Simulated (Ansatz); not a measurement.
# Al2Au, response to strain

Consider Al2Au (space group Fm-3m, No. 225; a = 6.003 Å; relaxed with 0.1 eV smearing). Axes: x, y, z lie along the cube axes.

Strains are applied to the cell and any free atomic positions relax; under biaxial strain the out-of-plane vector relaxes too.

Level of theory: DFT with PBEsol, PAW potentials and a 420 eV plane-wave cutoff in Ansatz (a first-principles code), spin-orbit coupling left out.

```csv
"biaxial strain, plane normal [111], relaxed out of plane (%)",out-of-plane strain (%)
-2.5,2.35
-2.08,?
-1.67,1.53
-1.25,1.12
-0.83,0.73
-0.42,0.36
0,0.00
```

**Question.** Fit ε⊥ = −νε + γε² (strains in %) to the rows shown and predict the withheld row.

**Answer.** Least squares on the printed values gives ν = 0.85 (the biaxial Poisson response) and γ = 0.035 (largest residual 0.01 %); this predicts 1.93 %, and the run gives 1.93 %, in agreement.

No phonon test of stability was made.
